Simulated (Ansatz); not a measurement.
Consider a periodic stack without vacuum, hcp Mg (0 0 1) on zinc-blende ZnS (1 1 1) (film strained to the substrate, started from cuts of the bulks and a machine-learned relaxation; slabs S15Zn15 and Mg16, which can lie off the formulas): substrate slab S15Zn15, film Mg16, surface cells [[-1, 2], [-1, -1]] and [[0, -2], [2, 2]], film strained by +4.2 and +4.2 %, outermost planes Zn/S and Mg/Mg as cut, which need not be the usual terminations and can put a slab off its formula. Its start:

```yaml
crystal:
  lattice:
    - [6.66700, 0.00000, 0.00166]
    - [-3.33350, 5.77379, 0.00054]
    - [1.67322, -1.27688, 25.88359]
  atoms:
    - { symbol: S, position: [0.32762, 0.29938, 0.07949] }
    - { symbol: S, position: [0.65124, 0.96251, 0.07848] }
    - { symbol: S, position: [0.99083, 0.62625, 0.07950] }
    - { symbol: S, position: [0.30548, 0.98998, 0.20174] }
    - { symbol: S, position: [0.63927, 0.65750, 0.20177] }
    - { symbol: S, position: [0.97178, 0.32248, 0.20177] }
    - { symbol: S, position: [0.28823, 0.68382, 0.32389] }
    - { symbol: S, position: [0.62164, 0.35048, 0.32401] }
    - { symbol: S, position: [0.95526, 0.01703, 0.32395] }
    - { symbol: S, position: [0.27187, 0.37924, 0.44557] }
    - { symbol: S, position: [0.60552, 0.04234, 0.44553] }
    - { symbol: S, position: [0.93558, 0.70898, 0.44587] }
    - { symbol: S, position: [0.25397, 0.06995, 0.56486] }
    - { symbol: S, position: [0.58086, 0.73222, 0.57014] }
    - { symbol: S, position: [0.91879, 0.39769, 0.56718] }
    - { symbol: Zn, position: [0.66813, 0.29098, 0.04340] }
    - { symbol: Zn, position: [0.99550, 0.95573, 0.04765] }
    - { symbol: Zn, position: [0.33262, 0.61849, 0.04267] }
    - { symbol: Zn, position: [0.64283, 0.98329, 0.17123] }
    - { symbol: Zn, position: [0.97634, 0.64930, 0.17169] }
    - { symbol: Zn, position: [0.31038, 0.31736, 0.17169] }
    - { symbol: Zn, position: [0.62598, 0.67727, 0.29400] }
    - { symbol: Zn, position: [0.95904, 0.34369, 0.29401] }
    - { symbol: Zn, position: [0.29278, 0.01060, 0.29391] }
    - { symbol: Zn, position: [0.60801, 0.36918, 0.41473] }
    - { symbol: Zn, position: [0.94380, 0.03683, 0.41467] }
    - { symbol: Zn, position: [0.27516, 0.70484, 0.41459] }
    - { symbol: Zn, position: [0.58966, 0.06054, 0.53542] }
    - { symbol: Zn, position: [0.92366, 0.72850, 0.53618] }
    - { symbol: Zn, position: [0.25599, 0.39430, 0.53520] }
    - { symbol: Mg, position: [0.28376, 0.70138, 0.65527] }
    - { symbol: Mg, position: [0.75327, 0.71028, 0.66116] }
    - { symbol: Mg, position: [0.26348, 0.17524, 0.66082] }
    - { symbol: Mg, position: [0.79407, 0.24352, 0.66055] }
    - { symbol: Mg, position: [0.58977, 0.89673, 0.75511] }
    - { symbol: Mg, position: [0.08595, 0.88122, 0.75594] }
    - { symbol: Mg, position: [0.59010, 0.39314, 0.75627] }
    - { symbol: Mg, position: [0.09371, 0.39344, 0.75568] }
    - { symbol: Mg, position: [0.24807, 0.74316, 0.85203] }
    - { symbol: Mg, position: [0.73695, 0.74522, 0.85158] }
    - { symbol: Mg, position: [0.24373, 0.24861, 0.85087] }
    - { symbol: Mg, position: [0.73954, 0.24289, 0.85277] }
    - { symbol: Mg, position: [0.56449, 0.93374, 0.95184] }
    - { symbol: Mg, position: [0.06399, 0.93204, 0.94294] }
    - { symbol: Mg, position: [0.55569, 0.43838, 0.94826] }
    - { symbol: Mg, position: [0.05145, 0.42748, 0.94821] }
```

The start was prepared with a machine-learned potential, and the result is one local minimum, with the in-plane cell held and forces under 0.04 eV/Å; the film can end far from its bulk form.

The numbers are results of PBE (plane waves to 420 eV, PAW; Ansatz, an electronic-structure program), not measurements. Spin–orbit coupling is left out; the runs are not spin-polarised; PBE gaps are too small against experiment. Its k-point mesh 5×5×1, Fermi–Dirac width 0.05 eV.

**Question.** Predict the relaxed interface.

**Answer.** 
- interface area = 38.5 Å²
- period = 25.81 Å
- heights between the nearest atoms of the two slabs at the two interfaces = 2.28 and 2.22 Å
- Mg–Zn contacts across the interfaces within 1.22 times the sum of covalent radii = 7, mean 2.91 Å
- Mg–S contacts across the interfaces within 1.22 times the sum of covalent radii = 4, mean 2.68 Å
- estimate of the barrier = withheld, since the two interfaces are unlike
- slope of the mean potential energy in the substrate = -4.2 MV/cm × e
